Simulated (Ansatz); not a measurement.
The parent structure is Bi2Se3 in the Bi2Te3 type structure (space group R-3m, No. 166; a = 4.144 Å, c = 28.448 Å (hexagonal axes)).

(Cell as relaxed with PBE-D3(BJ).)

Levels (all Ansatz, a first-principles code, PAW): PBE-D3(BJ) (420 eV, without spin-orbit coupling); r2SCAN+rVV10 (500 eV, no SOC).

Each level relaxes its own structure.

```tsv
base	PBE-D3(BJ)	r2SCAN+rVV10
volume per atom	28.21 Å³	29.02 Å³
lattice parameter a	7.832 bohr	7.832 bohr
band gap	0.16 eV	0.60 eV
```

Now apply this change: cell and atoms relaxed at a pressure of 5 GPa.

```tsv
quantity	PBE-D3(BJ)	r2SCAN+rVV10
band gap	zero	0.29 eV
c/a ratio	6.743	6.839
volume per atom	25.73 Å³	26.27 Å³
```

They disagree on the band gap; PBE-D3(BJ)'s c/a ratio lies 0.096 below r2SCAN+rVV10's; PBE-D3(BJ)'s volume per atom lies 0.54 Å³ below r2SCAN+rVV10's (2.1 %). Neither level is exact; r2SCAN+rVV10 is the comparison here, not a measurement.

Spin-orbit coupling, missing from the scalar runs, can matter with Bi. Load acts through the strain it causes; cell and atoms are relaxed under it. Stability against distortions was not tested. Competing high-pressure phases were not computed. The final runs are not spin-polarised. A zero or small gap of Bi2Se3 and Bi2Se3 under pressure 5 GPa can be the functional's error rather than a property of the material.
